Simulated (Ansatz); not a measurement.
Start from VBiO4 (space group I4_1/a, No. 88; a = 5.166 Å, c = 11.779 Å).

One thing is altered: cell and atoms relaxed at a pressure of 4.2 GPa.

Level of theory: PBE, PAW, 420 eV (Ansatz, an electronic-structure program; without spin-orbit coupling), earlier PAW set.

Base, band edges from the VBM (valence, conduction): M -0.65, 3.00; G -0.32, 2.67; R -0.32, 2.67; X -0.33, 2.88; Γ -0.39, 2.47; S₀ -0.35, 2.37; S -0.35, 2.37; N -0.14, 2.26; P -0.33, 2.87 eV.

Give the band edges at the high-symmetry points of the new zone, measured from its valence-band maximum.


| point | valence edge (eV) | conduction edge (eV) |
|---|---|---|
| Γ | -0.49 | 2.38 |
| X | -0.34 | 2.77 |
| P | -0.33 | 2.76 |
| N | -0.16 | 2.16 |
| M | -0.77 | 2.93 |
| S | -0.38 | 2.28 |
| S₀ | -0.38 | 2.28 |
| R | -0.36 | 2.57 |
| G | -0.36 | 2.57 |

The gap is 2.16 eV, indirect, Γ–X (71 % along) → N.

With Bi present, leaving out spin-orbit coupling can change the band edges. Load acts through the strain it causes; cell and atoms are relaxed under it. No phonon test of stability was made. Starting moments died away, wholly or in part, for the base; another magnetic solution may exist. The final runs are not spin-polarised.
